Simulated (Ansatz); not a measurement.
The starting structures come from a database of crystals and need not be the phases stable at ambient conditions.

 Where the default PAW files enter, the runs use the earlier of Ansatz's two default sets.

# Evanescent states of CaAlSiH (P3m1, not sure to be the ambient phase, 4 atoms a cell, 17.5 Å³ an atom) along the normal of (100)

Computed with r2SCAN (plane waves, PAW; Ansatz, a quantum-chemistry and plane-wave program).

No gap correction and no spin-orbit coupling; mid-gap values are interpolated between computed energies.

Energies count from the valence-band top; κ is the least over a 8×6 mesh across the current.

| E (eV) | κ (1/Å) | where |
|---|---|---|
| 0.03 | 0.047 | off Γ |
| 0.07 | 0.081 | off Γ |
| 0.12 | 0.104 | off Γ |
| 0.17 | 0.114 | off Γ |
| 0.23 | 0.122 | off Γ |
| 0.28 | 0.118 | off Γ |
| 0.33 | 0.111 | off Γ |
| 0.38 | 0.104 | off Γ |
| 0.42 | 0.094 | off Γ |
| 0.47 | 0.080 | off Γ |
| 0.53 | 0.063 | off Γ |
| 0.57 | 0.038 | off Γ |

Question: How thick must the barrier be to attenuate the transmission by 10^4 when the electrodes' Fermi level lies at 0.03 eV, and what attenuation does that film give at 0.17 eV?

Answer: d = 4 ln 10 / (2 × 0.047) = 98.0 Å. At 0.17 eV it gives 4 × 0.114/0.047 = 9.7 decades.
